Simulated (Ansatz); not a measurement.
# Cu3N under a change: pressure 0.9 GPa

Consider Cu3N (space group Pm-3m, No. 221; a = 3.7649 Å).

Modification: a hydrostatic pressure of 0.9 GPa.

Method: Ansatz (a first-principles code), PBEsol, PAW, cutoff 420 eV, scalar-relativistic without spin-orbit coupling. Γ-centred 12×12×12 mesh, Fermi–Dirac width 0.05 eV.

The volume per atom falls by 0.09 Å³ to 13.25 Å³ and the density rises by 0.04 g/cm³, from 6.37 g/cm³ to 6.41 g/cm³. The lattice parameter a falls by 0.008 Å (3.765 Å → 3.757 Å) and the shortest interatomic distance shrinks by 0.004 Å (1.882 Å → 1.878 Å). The enthalpy H = E + PV relative to the base's energy comes out as +0.07 eV/atom and the band gap stays zero.

Final structure:

```
CELL_PARAMETERS angstrom
      3.75669     0.00000     0.00000
      0.00000     3.75669     0.00000
      0.00000     0.00000     3.75669
ATOMIC_POSITIONS crystal
  Cu 0.50000 0.00000 0.00000
  Cu 0.00000 0.50000 0.00000
  Cu 0.00000 0.00000 0.50000
  N  0.00000 0.00000 0.00000
```

Cost of the whole job for the changed cell (relaxation, final SCF and bands): about 70 core-seconds (a rough figure).

Load acts through the strain it causes; cell and atoms are relaxed under it. Whether these cells are dynamically stable was not tested. All final runs are without spin polarisation. Gaps under 0.05 eV, about the width of the smearing, are given as zero. The zero or small gap of Cu3N can change with the level of theory.
